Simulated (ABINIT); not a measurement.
**Quick settings and what they miss: InAs (F-43m, 2 atoms in the cell)**

Self-consistent single point.

```
CELL_PARAMETERS angstrom
      0.00000     3.11494     3.11494
      3.11494     0.00000     3.11494
      3.11494     3.11494     0.00000
ATOMIC_POSITIONS crystal
  In 0.75000 0.75000 0.75000
  As 0.00000 0.00000 0.00000
```

Computed with PBE, PAW (JTH v2.0 PBE PAW) (plane waves; ABINIT 10.0.3).

Base settings: pseudos = [In.GGA_PBE-JTH.xml, As.GGA_PBE-JTH.xml]; ecut = 20 Ha; pawecutdg = 40 Ha; pawxcdev = 0; ixc = 11; occopt = 6; tsmear = 0.2 eV; ngkpt = 6 6 6; nshiftk = 1; shiftk = 0 0 0; potentials = JTH v2.0 PBE PAW; nband = 19.

Tight run (finer mesh or higher cutoff; not a proven limit): ecut: 20 Ha → 28 Ha; pawecutdg: 40 Ha → 56 Ha; ngkpt: 6 6 6 → 9 9 9; tolvrs: 1e-12 → default; toldfe: default → 3.7e-11 Ha. It gave Fermi level (on the code's own zero) 3.29 eV; pressure -1.34 GPa.

Quick runs, as changes from the base:
- A: the base itself
- B: ecut: 20 Ha → 10 Ha; pawecutdg: 40 Ha → 20 Ha; ngkpt: 6 6 6 → 8 8 8; tolvrs: 1e-12 → default; toldfe: default → 3.7e-06 Ha
- C: pseudos: [In.GGA_PBE-JTH.xml, As.GGA_PBE-JTH.xml] → [In.LDA_PW-JTH.xml, As.LDA_PW-JTH.xml]; ecut: 20 Ha → 12 Ha; pawecutdg: 40 Ha → 24 Ha; ixc: 11 → 7; occopt: 6 → 3; ngkpt: 6 6 6 → 3 3 3; potentials: JTH v2.0 PBE PAW → JTH v2.0 LDA PAW [LDA (PW92)]
- D: ecut: 20 Ha → 16 Ha; pawecutdg: 40 Ha → 32 Ha; tsmear: 0.2 eV → 0.272 eV; ngkpt: 6 6 6 → 2 2 2; shiftk: 0 0 0 → 0.5 0.5 0.5
- E: pseudos: [In.GGA_PBE-JTH.xml, As.GGA_PBE-JTH.xml] → [In.LDA_PW-JTH.xml, As.LDA_PW-JTH.xml]; ixc: 11 → 7; occopt: 6 → 7; tsmear: 0.2 eV → 0.272 eV; ngkpt: 6 6 6 → 4 4 4; potentials: JTH v2.0 PBE PAW → JTH v2.0 LDA PAW [LDA (PW92)]

† marks runs with another functional, U, potentials or spin treatment: their distance from the tight run is not a convergence error alone.

The count of work is k-points × plane waves × bands × iterations; it is no time. 

The starting cell comes from a database of computed structures (which also holds hypothetical and non-ambient phases and stackings), without a prior relaxation at this level. Its lattice was rescaled by a random factor within 2.5 % of one. The run gives no clean gap (levels at the Fermi energy touch, overlap or are partly filled at this smearing), which alone does not show that the compound is a metal.

| run | pressure less tight (GPa) | count of work / tight |
|---|---|---|
| A | 0.03 | 0.26 |
| B | -46.74 | 0.090 |
| C† | -8.51 | 0.028 |
| D | 0.18 | 0.023 |
| E† | -3.37 | 0.13 |
